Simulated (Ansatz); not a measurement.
MgZn2 (P6₃/mmc, No. 194), treated with LDA (Ansatz, a quantum-chemistry and plane-wave program, PAW).

Run with plane-wave cutoff 520 eV, 12×12×8 k mesh (along the axes of the cell as run), Fermi–Dirac smearing 0.05 eV, scalar-relativistic PAW data made under PBE.

Shape and atoms are relaxed at each volume.

Pressure at four volumes; x = ln(V/15.162 Å³). One pressure is withheld.

```json
[
 {"V (Å³/atom)": "14.556", "x": "-0.0408", "P (GPa)": "3.71"},
 {"V (Å³/atom)": "15.162", "x": "0.0000", "P (GPa)": "0.00"},
 {"V (Å³/atom)": "15.465", "x": "0.0198", "P (GPa)": "-1.55"},
 {"V (Å³/atom)": "15.769", "x": "0.0393", "P (GPa)": "?"}
]
```

Pass a parabola P(x) through the three rows shown, estimate the bulk modulus and its pressure derivative near zero pressure, and predict the withheld pressure.

Slopes between the rows: (0.00 − (3.71))/(0.0000 − (-0.0408)) = -90.93 and (-1.55 − (0.00))/(0.0198 − (0.0000)) = -78.28 GPa. Their difference over the span 0.0606 is c = 12.65/0.0606 = 208.7 GPa, so P(x) = 3.71 + (-90.93)(x − (-0.0408)) + 208.7 (x − (-0.0408))(x − (0.0000)). At the middle row B = −dP/dx = −[-90.93 + 208.7 × 0.0408] = 82.4 GPa, and B′ = dB/dP = 2c/B = 5.1. At x = 0.0393 the parabola gives -2.92 GPa; the run gives -2.94 GPa. The Birch–Murnaghan fit to the energies at all volumes has B0 = 82.3 GPa and B′ = 4.9.

Note: the volume lies 10 % below that of the published cell.
